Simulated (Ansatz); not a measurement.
Registries of BAs-ML on BAs-ML (BAs-ML a predicted or substrate-bound sheet, here free); energies are over the lowest registry tried, which need not be among these:

A. parallel, shifted by (1/3,2/3); facing B atop As
B. antiparallel, no shift; facing As atop B and B atop As
C. parallel, no shift; facing As atop As and B atop B
D. antiparallel, shifted by (2/3,1/3); facing B atop B
E. antiparallel, shifted by (1/3,2/3); facing As atop As

Values marked by level come from PBE+D3(BJ) (plane waves to 420 eV, PAW; Ansatz, a quantum-chemistry and plane-wave program); r2SCAN (plane waves to 500 eV, PAW; Ansatz). Geometries and values that name no level are of the first. Scalar-relativistic, without spin–orbit coupling; PBE gaps are too small against experiment. A dipole correction is on.

Order them by energy over the lowest registry, lowest first.

D (0.0 meV/Å²), A (0.4 meV/Å²), E (4.1 meV/Å²), B (6.0 meV/Å²), C (7.5 meV/Å²)
